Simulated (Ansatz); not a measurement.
Here is the system:

```yaml
crystal:
  lattice:
    - [4.44661, 0.00000, 0.00000]
    - [2.22330, 3.85087, 0.00000]
    - [2.22330, -1.28362, 3.78462]
  atoms:
    - { symbol: In, position: [0.99511, 0.00244, 0.00733] }
    - { symbol: Sb, position: [0.50489, 0.24756, 0.74267] }
```

No spin polarisation.

All numbers come from LDA (Ansatz, a first-principles code), no spin-orbit coupling. k-mesh 13×13×13 (Γ-centred); smearing 0.05 eV (Fermi–Dirac).

Problem. Predict the space group, pressure and band gap.

Solution. 
- Space group: R3m (No. 160)
- Pressure (mean of the normal stresses, compression positive): 1.7 GPa
- Band gap: zero

With Sb present, leaving out spin-orbit coupling can change the band edges. The cells carry an imposed strain or load. No phonon test of stability was made. The final runs are not spin-polarised. The cell was made from InSb in the zinc blende structure (space group F-43m, No. 216) by this change: biaxial strain −2.50 %, plane normal [111], relaxed out of plane. The zero or small gap of InSb can change with the level of theory.
